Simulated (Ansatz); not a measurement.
ZnGeO3 (R-3, No. 148, 10 atoms in the cell; start mp-8285) was calculated with PBE0 in Ansatz (PAW).

Settings: plane-wave cutoff 460 eV, 6×6×6 k mesh, Fermi–Dirac smearing 0.01 eV, scalar-relativistic PAW data made under PBE.

Cell (relaxed with PBEsol):

ZnGeO$_{3}$ has the trigonal space group R-3, hexagonal axes (No. 148), Pearson symbol hR10. Cell: a = 4.982 Å, b = 4.982 Å, c = 13.830 Å, α = 90.00°, β = 90.00°, γ = 120.00°. Zn on 6c sees 3 O at 1.990 Å and 3 O at 2.294 Å. Ge on 6c has 6 O at 1.881–1.940 Å (octahedral). O on 18f has 2 Ge at 1.881–1.940 Å and 1 Zn at 1.990 Å and 1 Zn at 2.294 Å. (Neighbours: up to the widest gap in distance over summed covalent radii, below 1.35, at either atom; cation-cation and far metal-metal contacts left out.)
(The calculation used a cell of 10 atoms; values per cell refer to that cell.)

Problem. What does this level give for the band gap and smallest direct gap on the k points sampled?

Solution. 
- band gap = 5.06 eV (indirect)
- smallest direct gap on the k points sampled = 5.23 eV

Note: cell and atoms aren't relaxed at this level (largest force component 0.40 eV/Å, pressure -2.1 GPa).

Spin–orbit coupling is not included.

The computed numbers hold no vibrational or temperature effects.

It cost roughly 10 core-minutes of CPU time.

A start named mp-… is a Materials Project structure, which need not be a measured phase.

Ansatz is an electronic-structure program.
